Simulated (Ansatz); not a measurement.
The parent structure is Hf in the hcp (Mg type) structure (space group P6_3/mmc, No. 194; a = 3.117 Å, c = 4.950 Å; relaxed with 0.1 eV smearing). Axes: x lies along a and z along c of the hexagonal cell.

The values are results of DFT with LDA, PAW potentials and a 420 eV plane-wave cutoff in Ansatz (an electronic-structure program), no spin-orbit coupling, not measurements.

Strains are applied to the cell and any free atomic positions relax.

One change was made to it. Results:

```json
[
 {"quantity": "energy relative to the base (free energy F)", "base": "0 meV/atom", "after": "+3.3 meV/atom"},
 {"quantity": "band gap", "base": "zero", "after": "zero"}
]
```

What was done to the base?
A. tensor shear ε_xz = +1.71 %
B. tensor shear ε_xz = +1.14 %
C. tensor shear ε_xz = +0.29 %

A, tensor shear ε_xz = +1.71 %. For comparison, the energy relative to the base in the other runs: tensor shear ε_xz = +1.14 % gives +1.5 meV/atom; tensor shear ε_xz = +0.29 % gives +0.1 meV/atom.

Stability against distortions was not tested. The final runs are not spin-polarised.
